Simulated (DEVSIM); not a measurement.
Device: Ti/AlN/n-Si capacitor, at 300 K.

| layer (left to right) | material | thickness (nm) | Nd (cm⁻³) |
|---|---|---|---|
| 1 | AlN | 2.50 | - |
| 2 | Si | 760 | 5.7e17 |

Metal gate on the left, work function 4.33 eV. Fixed charge at the semiconductor interface -1.9e11 cm⁻² (in units of +e); no interface traps.

Constants are typed, rounded textbook-type inputs, not results; the design itself was drawn at random and stands for no fabricated device. Values at 300 K.

```tsv
parameter	AlN	Si
gap (eV)	6.1	1.124
affinity (eV)	1.9	4.05
permittivity	8.5	11.7
Nc (cm⁻³)	-	2.86e19
Nv (cm⁻³)	-	3.1e19
```

Model (solved in DEVSIM): 1D Poisson equation in equilibrium, Boltzmann statistics, complete ionisation; no quantum confinement or tunnelling. Metal contacts follow the ideal Schottky-Mott rule: no Fermi-level pinning, no interface dipoles.

The substrate doping was swept, all else fixed.

```
substrate doping (cm^-3)  threshold voltage (band bending 2φF) (V)  flat-band voltage (V)  minimum of the low-frequency capacitance (μF/cm²)
------------------------  ----------------------------------------  ---------------------  -------------------------------------------------
2.8e16                                                       -0.68                   0.11                                             0.0609
5.7e16                                                       -0.71                   0.13                                             0.0832
1.1e17                                                       -0.75                   0.15                                              0.113
2.8e17                                                       -0.81                   0.17                                              0.169
5.7e17                                                       -0.87                   0.19                                              0.234
1.1e18                                                       -0.94                   0.21                                              0.306
```

From the first row to the last the threshold voltage (band bending 2φF) goes from -0.68 to -0.94. From the first row to the last the flat-band voltage goes from 0.11 to 0.21.
